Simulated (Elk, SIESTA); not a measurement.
A SIESTA input for a self-consistent single point of AlV₂C (P6_3/mmc, 8 atoms in the cell) (DFT, GGA PBE, numerical atomic orbitals DZP, PseudoDojo PBE standard norm-conserving potentials (rewritten from UPF to PSML)):

```
# files in the folder: Al.psml V.psml C.psml (PseudoDojo PBE standard)
SystemName  AlV2C
SystemLabel alv2c

NumberOfAtoms                8
NumberOfSpecies              3
%block ChemicalSpeciesLabel
  1 13 Al
  2 23 V
  3 6 C
%endblock ChemicalSpeciesLabel
LatticeConstant              1.0 Ang
%block LatticeVectors
     2.795324000    0.000000000    0.000000000
    -1.397662000    2.420821000    0.000000000
     0.000000000    0.000000000   12.686042000
%endblock LatticeVectors
AtomicCoordinatesFormat      Ang
%block AtomicCoordinatesAndAtomicSpecies
    -0.000001398    1.613881474    3.171510500  1
     1.397663398    0.806939526    9.514531500  1
    -0.000001398    1.613881474    7.438841308  2
     1.397663398    0.806939526    5.247200692  2
     1.397663398    0.806939526    1.095820308  2
    -0.000001398    1.613881474   11.590221692  2
     0.000000000    0.000000000    0.000000000  3
     0.000000000    0.000000000    6.343021000  3
%endblock AtomicCoordinatesAndAtomicSpecies

XC.functional                GGA
XC.authors                   PBE
PAO.BasisSize                DZP
PAO.EnergyShift              0.01 Ry
MeshCutoff                   400 Ry
%block kgrid.MonkhorstPack
   12   0   0  0.0
    0  12   0  0.0
    0   0   3  0.0
%endblock kgrid.MonkhorstPack
OccupationFunction           MP
OccupationMPOrder            0
ElectronicTemperature        0.136 eV

MaxSCFIterations             150
SCF.Mixer.Method             Pulay
SCF.Mixer.Weight             0.2
SCF.Mixer.History            6
SCF.DM.Tolerance             1.0E-05
Diag.ParallelOverK           true
WriteForces                  true
```

Problem. Translate this input to Elk.

Solution. One input that does it (others would too):

```
tasks
  0

xctype
  20

stype
  0

swidth
  0.00499791

maxscl
  100

scale
  5.28239614

avec
    1.0000000000    0.0000000286    0.0000000000
   -0.5000000247    0.8660253895    0.0000000000
    0.0000000000    0.0000000000    4.5383088190

atoms
  3
  'Al.in'
  2
  0.3333333333  0.6666666667  0.2500000000    0.0 0.0 0.0
  0.6666666667  0.3333333333  0.7500000000    0.0 0.0 0.0
  'V.in'
  4
  0.3333333333  0.6666666667  0.5863800000    0.0 0.0 0.0
  0.6666666667  0.3333333333  0.4136200000    0.0 0.0 0.0
  0.6666666667  0.3333333333  0.0863800000    0.0 0.0 0.0
  0.3333333333  0.6666666667  0.9136200000    0.0 0.0 0.0
  'C.in'
  2
  0.0000000000  0.0000000000  0.0000000000    0.0 0.0 0.0
  0.0000000000  0.0000000000  0.5000000000    0.0 0.0 0.0

ngridk
  12 12 3
```

Basis settings and potentials, where a program has them, do not carry over. This input uses DFT, PBE, all-electron FP-LAPW, Elk's shipped species files, default APW+lo basis.

The starting cell comes from a database of computed structures (which also holds hypothetical and non-ambient phases and stackings), without a prior relaxation at this level. Its lattice was rescaled by a random factor within 2.5 % of one. For this run, on top of that: lattice scaled by 0.98.
